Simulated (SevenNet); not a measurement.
L1₀ (CuAu-type) TiAl

Calculation: the machine-learned potential SevenNet-0 (trained on PBE and PBE+U data).

Cell (relaxed at this level):

```yaml
crystal:
  lattice:
    - [2.82899, 0.00000, 0.00000]
    - [0.00000, 2.82899, 0.00000]
    - [0.00000, 0.00000, 4.05401]
  atoms:
    - { symbol: Ti, position: [0.00000, 0.00000, 0.00000] }
    - { symbol: Al, position: [0.50000, 0.50000, 0.50000] }
```

```
Quantity              Value
------------------  -------
lattice constant a  2.829 Å
c axis length       4.054 Å
```

Measured, for comparison: lattice constant a 2.826 Å (temperature not stated, no zero-point or thermal correction, P4/mmm two-atom cell, a_fct/√2; as tabulated in Zope and Mishin (2003), arXiv:cond-mat/0306298); lattice parameter c 4.077 Å (temperature not stated, no zero-point or thermal correction; as tabulated in Zope and Mishin (2003), arXiv:cond-mat/0306298). Computed (rounded) less measured: lattice constant a +0.1 %, lattice parameter c -0.6 %. A static lattice is as a rule a little smaller and stiffer than an uncorrected measurement, which narrows the difference in the lattice parameter c and would widen misses of the other sign.

A machine-learned potential is trained on density-functional data: it inherits that level's misses and adds fitting errors of its own.
